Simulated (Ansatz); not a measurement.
## BAs (model structure, started from the GeS type, Pnma, No. 62, 8 atoms in the cell): properties by level of theory

```json
[
 {"level (code)": "LDA (Ansatz)", "cohesive energy (eV/atom)": "5.33", "band gap (eV)": "0.38"},
 {"level (code)": "r²SCAN (Ansatz)", "cohesive energy (eV/atom)": "4.35", "band gap (eV)": "0.55"},
 {"level (code)": "r²SCAN+rVV10 (Ansatz)", "cohesive energy (eV/atom)": "4.49", "band gap (eV)": "0.50"}
]
```

Computed values are for a static lattice. Spin–orbit coupling is included only where a level's name says +SOC; with heavier elements it mostly lowers gaps and can invert bands.  Each level is taken at its own relaxed cell. Cutoffs differ between the levels. Ansatz's density-functional and Hartree–Fock values are scalar-relativistic unless marked +SOC, with PAW data made under PBE.

Ansatz's density-functional and Hartree–Fock values are scalar-relativistic unless marked +SOC, with PAW data made under PBE.

Unless a cell is named, each level is at its own relaxed cell (LDA 15.51, r²SCAN 16.02, r²SCAN+rVV10 15.91 Å³/atom).

Free atoms are spin-polarised, in the lowest state found; at levels without +SOC their spin–orbit coupling is left out.

A model structure was made by putting elements into a prototype or built by hand; it is no filed structure, need not be a known phase, and can be a saddle point held by its symmetry.

Ansatz is a quantum-chemistry and plane-wave program.
